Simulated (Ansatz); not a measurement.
Density of states of HfS$_{2}$ (P-3m1) above the conduction band minimum, PBEsol+D3BJ, rigid bands in Ansatz (a program for electronic structure); cell volume 60.8 Å³.

```tsv
energy from edge (eV)	10⁻³ states/eV/cell
0.006	59.9
0.031	144
0.056	208
0.081	267
0.106	333
0.131	409
0.156	517
0.181	844
0.206	874
0.231	888
0.256	902
0.281	918
0.319	937
0.344	952
0.369	962
0.394	976
0.419	989
0.444	1000
0.469	1010
0.494	1030
0.519	1040
0.544	1050
0.569	1070
0.594	1080
```

Q: What effective density of states at 300 K does this give (∫ g(E) exp(−E/k_BT) dE, both spins, divided by the cell's size)?

A: 5.2e19 cm⁻³, a density-of-states mass of 1.62 mₑ, valleys and band degeneracy included.

Spin-orbit coupling is left out. Geometry: cell and atoms relaxed with PBEsol+D3(BJ).

Computed structure, not matched to a measured one here, so possibly hypothetical: HfS2 (P-3m1).
